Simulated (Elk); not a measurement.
A self-consistent single point of Sr₃P₂ (Pm-3m, 5 atoms in the cell) with Elk.

Method of the run: PBEsol, spin-orbit coupling in second variation, all-electron FP-LAPW, Elk's shipped species files, APW+lo basis with extra local orbitals in Elk.

```xyz
5
Lattice="5.6700 0.0000 0.0000 0.0000 5.6700 0.0000 0.0000 0.0000 5.6700" Properties=species:S:1:pos:R:3 pbc="T T T"
Sr     0.0000     2.8350     2.8350
Sr     2.8350     0.0000     2.8350
Sr     2.8350     2.8350     0.0000
P      0.0000     0.0000     0.0000
P      2.8350     2.8350     2.8350
```

Reference input (self-consistent single point, DFT, PBEsol, all-electron FP-LAPW, Elk's shipped species files, APW+lo basis with extra local orbitals): xctype = 22; rgkmax = 8; swidth = 0.00499791 Ha; ngridk = 6 6 6; gmaxvr = 16 1/bohr; nxlo = 2; lorbcnd = true; lmaxi = 3; maxscl = 100. This run's input differs from it in these lines:

```diff
@@ -5,2 +5,5 @@
   22
+
+spinorb
+  .true.
 
@@ -20,2 +23,5 @@
   3
+
+nempty
+  10
```

Output (repeated stretches shortened):

```
│ Self-consistent loop started │
│ Loop number : 1 │
 total energy                :     -10228.7039682
 total moment                :  -0.3981280119E-23  0.8220595946E-23 -0.2956018774E-23
│ Loop number : 2 │
 total energy                :     -10228.6142935
 total moment                :   0.2617978772E-23  0.8874256905E-23  0.1591413681E-26
RMS change in Kohn-Sham potential (target) :   0.2053592275     (  0.1000000000E-05)
Absolute change in total energy (target)   :   0.8967475894E-01 (  0.1000000000E-03)
│ Loop number : 3 │
 total energy                :     -10227.9539223
   [... lines left out ...]
 total energy                :     -10217.1511080
 total moment                :   0.5311084599E-23 -0.9144644565E-23  0.2094931864E-23
RMS change in Kohn-Sham potential (target) :   0.7205071376E-06 (  0.1000000000E-05)
Absolute change in total energy (target)   :   0.2524055417E-03 (  0.1000000000E-03)
│ Loop number : 15 │
 total energy                :     -10217.1510997
 total moment                :  -0.1234301426E-23 -0.4971057122E-23  0.8029185314E-24
RMS change in Kohn-Sham potential (target) :   0.1694994568E-06 (  0.1000000000E-05)
Absolute change in total energy (target)   :   0.7133148756E-04 (  0.1000000000E-03)
Convergence targets achieved

│ Loop number : 16 │

Energies :
 Fermi                       :     0.148262794191
 xc effective B-field        :    -0.527337190360E-10
 external B-field            :      0.00000000000
 total energy                :     -10217.1510887
 (external B-field energy excluded from total)

Density of states at Fermi energy :    4.093689495
 (states/Hartree/unit cell)

Estimated indirect band gap :   0.2246724997E-01
 from k-point      1 to k-point      2
Estimated direct band gap   :   0.3102842478E-01
 at k-point      2

Charges :
 core                        :    104.0000000
 valence                     :    40.00000000
 interstitial                :    9.590897267
 muffin-tins (core leakage)
  species :    1 (Sr)
   atom    1                 :    35.97995000     (  0.2901340129E-04)
   [... lines left out ...]
  species :    2 (P)
   atom    1                 :  -0.1469789060E-26 -0.6996883484E-25 -0.2408639120E-24
   atom    2                 :   0.5055519632E-23  0.1496294464E-23  0.1326670336E-23
 total in muffin-tins        :   0.1728327644E-23  0.9134337461E-23 -0.2239915776E-23
 total moment                :  -0.1329344208E-23  0.1102762856E-22 -0.1607931075E-23

│ Self-consistent loop stopped │
```

The run converged in 16 iterations. The count includes the last loop, which Elk runs after its targets are met. 

The starting cell comes from a database of computed structures (which also holds hypothetical and non-ambient phases and stackings), without a prior relaxation at this level. Values depend on the basis (sphere radii, cutoffs, local orbitals), which need not be converged. The run gives no clean gap (levels at the Fermi energy touch, overlap or are partly filled at this smearing), which alone does not show that the compound is a metal. The log's line on a gap gives a spacing of levels on this mesh, which the program prints for metals too.

Cost on one core of a shared machine: roughly 5 min.
